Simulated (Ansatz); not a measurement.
Candidates (primitive cells; geometry: relaxed with this functional, without spin-orbit coupling):
A. CoSn (P6/mmm), a = 5.2210 Å, b = 5.2210 Å, c = 4.1643 Å, α = 90.00°, β = 90.00°, γ = 120.00°
B. SnAs (Fm-3m), a = b = c = 4.040 Å, α = β = γ = 60.00°
C. IrSn2 (Fm-3m), a = 4.4878 Å, b = 4.4878 Å, c = 4.4878 Å, α = 60.00°, β = 60.00°, γ = 60.00°

Q: Order them by resistivity at 300 K (highest first) at the level PBEsol, DFPT electron-phonon coupling, linearised Boltzmann equation (Ansatz, a first-principles code).

A: A (39 μΩ·cm), C (16.3 μΩ·cm), B (7.8 μΩ·cm)

Metals; harmonic phonons alone scatter; means over directions. Halving the electron mesh moves these values by up to 10 %; q meshes are mostly untested. Some of the runs warned that the eigensolver left states short of its tolerance. Spin-orbit coupling is left out.

Formula and space group known from diffraction (Crystallography Open Database), not checked to be the room-temperature form: IrSn2 (Fm-3m), SnAs (Fm-3m). Treated as nonmagnetic (a ferromagnetic start lost its moment, other orders weren't tried): CoSn (P6/mmm). The missing spin-orbit coupling matters most for IrSn2 (Fm-3m).
